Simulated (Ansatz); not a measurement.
**MgSe: pressure series**

The parent structure is MgSe in the rock salt structure (space group Fm-3m, No. 225).

```
MgSe
1.0
    0.00000     2.75420     2.75420
    2.75420     0.00000     2.75420
    2.75420     2.75420     0.00000
Se Mg
1 1
Direct
  0.00000   0.00000   0.00000
  0.50000   0.50000   0.50000
```

Cell and atoms are relaxed at each pressure.

All numbers come from DFT with PBE, PAW potentials and a 420 eV plane-wave cutoff in Ansatz (an electronic-structure program), without spin-orbit coupling.

Candidates:
(a) pressure 3 GPa
(b) pressure 10 GPa
(c) pressure 0.3 GPa

Base values:

```
Item                   Value
-------------------  -------
Smallest direct gap  2.40 eV
```

### Question
Order them by smallest direct gap, lowest first.

### Answer
(c) pressure 0.3 GPa (2.43 eV), (a) pressure 3 GPa (2.70 eV), (b) pressure 10 GPa (3.30 eV)

Load acts through the strain it causes; cell and atoms are relaxed under it. No phonon test of stability was made. Competing high-pressure phases were not computed.
